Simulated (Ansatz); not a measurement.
Consider the following.

```xyz
4
Lattice="3.2850 0.0000 0.0000 -1.6425 2.8449 0.0000 0.0000 0.0000 5.3046" Properties=species:S:1:pos:R:3 pbc="T T T"
Zn     0.0000     1.8966    -0.0105
Zn     1.6425     0.9483     2.6418
O      0.0000     1.8966     1.9997
O      1.6425     0.9483     4.6520
```

Calculation: r2SCAN with spin-orbit coupling, rigid bands (plane waves, PAW; Ansatz, a program for electronic structure). Condition of this run: hydrostatic pressure of -6.6 GPa (compression positive) (the target of the relaxation). Geometry: cell and atoms relaxed with PBEsol, then loaded as said.

What conductivity effective mass do dilute electrons have at 300 K?

0.196 mₑ.

Predict the hole conductivity mass (n e² τ/σ) at 300 K, by direction if it differs.

1.92 (x), 1.92 (y), 2.9 (z) mₑ.

And the band gap?

1.15 eV at this level; semilocal functionals usually fall short of the measured gap.

Rigid bands, one relaxation time for all states, no polarons. Geometry: cell and atoms relaxed with PBEsol.
